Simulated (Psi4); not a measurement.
Psi4 1.11, unrestricted TPSS/def2-svp: Cd(Cl)2 cation ([Cl][Cd][Cl]), charge +1, multiplicity 2, 3 atoms. The geometry is a generated start, not checked to be a minimum at this level.

```yaml
task: energy
method: tpss
basis: def2-svp
memory: 3 GB
maxiter: 100
keys_of_the_molecule_block: symmetry c1
scf_type: df (default)
e_convergence: 1e-06 (default)
d_convergence: 1e-06 (default)
dft_radial_points: 75 (default)
dft_spherical_points: 302 (default)
effective_core_potentials: those of the basis set, past Kr
basis_functions: 67
grid_points: 64066
```

```xyz
3

Cd     0.5425    -0.4395     0.5113
Cl     1.1111     0.5096    -1.4749
Cl    -1.6536    -0.0702     0.9637
```

Charge 1 and multiplicity 2 are set for this test and not shown to be the ground state.

With the defaults (guess = auto, which took SAD, damping_percentage = 0, diis = true, scf_initial_accelerator = adiis, level_shift = 0, level_shift_cutoff = 0.01, diis_max_vecs = 10) it converges in 12 SCF iterations. One run each on 2 threads, with these changes:
- guess = sapgau
- guess = core
- scf_initial_accelerator = none
- diis_max_vecs = 20
- guess = sap
- damping_percentage = 60, diis = false, scf_initial_accelerator = none
- damping_percentage = 60
- guess = modhuckel
- level_shift = 0.5, level_shift_cutoff = 0.001

### Question
Which runs fail or end elsewhere than the default run?

### Answer
No convergence: damping_percentage = 60; damping_percentage = 60, diis = false, scf_initial_accelerator = none (the run ends without SCF convergence in 100 iterations). Another solution: guess = sap (160 meV higher). The rest reach the solution of the defaults.

| setting | SCF iterations | end |
|---|---|---|
| level_shift = 0.5, level_shift_cutoff = 0.001 | 11 | same solution |
| the defaults | 12 | same solution |
| scf_initial_accelerator = none | 12 | same solution |
| diis_max_vecs = 20 | 12 | same solution |
| guess = core | 17 | same solution |
| guess = modhuckel | 18 | same solution |
| guess = sapgau | 22 | same solution |
| guess = sap | 20 | other solution, 160 meV higher |
| damping_percentage = 60 | 100 | no convergence |
| damping_percentage = 60, diis = false, scf_initial_accelerator = none | 100 | no convergence |
